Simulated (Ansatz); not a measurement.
**SrZrO3 (space group I4/mcm, No. 140; a cell from a computed database, its experimental status unchecked)**

```xyz
10
Lattice="-2.8682 2.8682 4.1618 2.8682 -2.8682 4.1618 2.8682 2.8682 -4.1618" Properties=species:S:1:pos:R:3 pbc="T T T"
Sr     0.0000     2.8682     2.0809
Sr     2.8682     0.0000     2.0809
Zr     0.0000     0.0000     0.0000
Zr     0.0000     0.0000     4.1618
O      3.9544     1.0862     0.0000
O     -1.0862     1.7821     4.1618
O      1.7821     1.0862     4.1618
O      1.0862     1.7821     0.0000
O      0.0000     0.0000     2.0809
O      0.0000     0.0000     6.2427
```

Level of theory: Kohn–Sham DFT with the PBEsol functional, run in Ansatz (a program for electronic structure) with PAW and 420 eV plane waves, no spin-orbit coupling. Γ-centred 8×8×8 mesh, Fermi–Dirac width 0.05 eV.

```json
{
  "volume_per_atom": "13.70 Å³",
  "density": "5.50 g/cm³",
  "band_gap": "3.71 eV, indirect, X → Γ",
  "Lowest conduction-band minima above the VBM": "Γ 3.71 eV",
  "total_energy": "-1862.508 eV/atom (σ→0; compares only within this code and set-up)"
}
```

No phonon test of stability was made.
